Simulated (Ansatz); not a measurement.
Model: Si(111) 1x1 surface, 6 top atoms, 3 bilayers, bottom bilayer H-capped and fixed, every top atom capped by H; cell 11.5 x 6.6 Å; two neighbouring H replaced by OH; about 7 Å thick over the host's atoms, 18 atoms held. The numbers are results of PBE-D3(BJ) (plane waves to 420 eV, PAW; Ansatz, a first-principles code), not measurements. Sampling: 1x2x1 k points. The slab states were run without spin polarisation. Slab thickness, cell and mesh are as stated and are not converged limits. All energies are electronic energies at 0 K, without vibrations. Each state was relaxed from one prepared geometry.

End state of this step: ZrCl4, bound to one O-H group, takes the H of a neighbouring group, which it binds too. Atoms near the product:

```
atom     x (Å)   y (Å)   z (Å)
------  ------  ------  ------
H(14)    0.023   0.152  11.027
H(45)   -1.966  -3.342  11.066
O(48)    2.437  -3.428  11.090
H(49)    0.813  -0.622  13.470
Zr(a0)   3.549   2.827  12.642
Cl(a1)   0.093  -1.680  13.237
Cl(a2)   5.399   1.321  13.145
Cl(a3)   1.963   1.486  13.798
Cl(a4)   3.808   4.763  13.911
```

**Question.** What energy does it take to move HCl into the gas, one a cell, with the surface relaxed behind it, and what are its closest contacts before it leaves?

**Answer.** 0.30 eV. Its closest contacts to the rest of the cell: H(49)...Cl(a3) 2.42 Å, H(49)...H(14) 2.68 Å, Cl(a1)...H(14) 2.87 Å.
